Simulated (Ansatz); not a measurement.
Ansatz (an electronic-structure program) run on Li3Au (I4mm, 4 atoms in the cell): self-consistent single point.

Method of the run: PBEsol, default PAW files made with PBE (plane waves; Ansatz).

```
Li3Au
1.0
    0.00000     3.11605     3.11605
    3.11605     0.00000     3.11605
    3.11605     3.11605     0.00000
Li Au
3 1
Direct
  0.25000   0.25000   0.25000
  0.75000   0.75000   0.75000
  0.50802   0.50802   0.49198
  0.00000   0.00000   0.00000
```

Reference input (self-consistent single point, DFT, PBEsol, plane waves, default PAW files made with PBE): basis.ecutwfc = 30.9 Ry; kpoints.mp_grid.grid = 9 9 9; hamiltonian.xc = pbesol; hamiltonian.pseudopotentials = {kind: paw} (the program's default PAW files); scf.occupations.method = gaussian; scf.occupations.width = 0.0073 Ry. This run's input differs from it in these lines:

Ansatz 0.2 input:
```diff
@@ -13,3 +13,3 @@
 kpoints:
-  mp_grid: { grid: [9, 9, 9] }
+  mp_grid: { grid: [7, 7, 7] }
 hamiltonian:
@@ -18,3 +18,3 @@
 scf:
-  occupations: { method: gaussian, width: 0.0073 Ry }
+  occupations: { method: gaussian, width: 0.0015 Ry }
 output:
```

Output, abridged:

```
SCF iter   1: F=—  HF=-13617.563511 eV  |F-HF|=—  |Δ(HF+E_count)|=         —  Δρ=3.61e-3  dr2=6.45e-3  ethr=1.77e-3  ⟨swp⟩=4.3  Hψ=3027  notcnv=0
all-band conjugate gradients solve this SCF's bands
preconditioner: auto → none
SCF iter   2: F=—  HF=-13617.561304 eV  |F-HF|=—  |Δ(HF+E_count)|=   2.21e-3  Δρ=2.05e-3  dr2=3.12e-3  ethr=2.30e-5  ⟨swp⟩=3.1  Hψ=1713  notcnv=0  defer=10
SCF iter   3: F=—  HF=-13617.560333 eV  |F-HF|=—  |Δ(HF+E_count)|=   9.72e-4  Δρ=9.02e-4  dr2=3.94e-4  ethr=1.11e-5  ⟨swp⟩=2.0  Hψ=1140  notcnv=0  defer=10
SCF iter   4: F=—  HF=-13617.560149 eV  |F-HF|=—  |Δ(HF+E_count)|=   1.84e-4  Δρ=3.50e-4  dr2=6.05e-5  ethr=1.41e-6  ⟨swp⟩=2.2  Hψ=1115  notcnv=0  defer=10
SCF iter   5: F=—  HF=-13617.560109 eV  |F-HF|=—  |Δ(HF+E_count)|=   3.98e-5  Δρ=6.67e-5  dr2=2.25e-6  ethr=2.16e-7  ⟨swp⟩=2.0  Hψ=1051  notcnv=0  defer=10
SCF iter   6: F=-13617.560108 eV  HF=-13617.560108 eV  |F-HF|=1.66e-8  |Δ(HF+E_count)|=   9.13e-7  Δρ=7.50e-6  dr2=2.01e-8  ethr=3.57e-10  ⟨swp⟩=4.1  Hψ=3090  notcnv=0
SCF 1 converged in 6 iterations: F = -13617.560108 eV  dr2 = 2.01e-8
Free energy (F): -13617.560108 eV
Internal energy: -13617.559314 eV  (E = F + TS)
E sigma→0 (E₀):  -13617.559711 eV
Entropy (-TS):   -0.000794 eV (-0.198 meV/atom)
Fermi energy:    7.261226 eV
--- Forces (eV/Å), atoms counted from 1 ---
  atom   1  Li     0.00000000    -0.00000000     0.04978820
  atom   2  Li     0.00000000     0.00000000     0.04978820
  atom   3  Li    -0.00000000    -0.00000000    -0.09756692
  atom   4  Au     0.00000000     0.00000000    -0.00199869
--- Stress (GPa, compression-positive) ---
       -0.335772       0.000000      -0.000000
        0.000000      -0.335772       0.000000
       -0.000000       0.000000      -0.343134
  P = ⅓ Tr σ = -0.3382 GPa (-3.382 kbar)
  The stress holds the Pulay correction. Without it, at fixed plane waves, as pw.x and ABINIT print it: P = -0.3539 GPa
```

The run converged in 6 iterations. Against the reference run the free energy is nearly the same (within 1 meV/atom), the pressure goes from -0.17 to -0.34 GPa and the largest force moves little (0.095 to 0.098 eV/Å).

The starting cell comes from a database of computed structures (which also holds hypothetical and non-ambient phases and stackings), without a prior relaxation at this level. Its lattice was rescaled by up to half a per cent. One atom was moved a little off its site on purpose. Ansatz's pressure includes its estimate of the finite-basis (Pulay) stress.
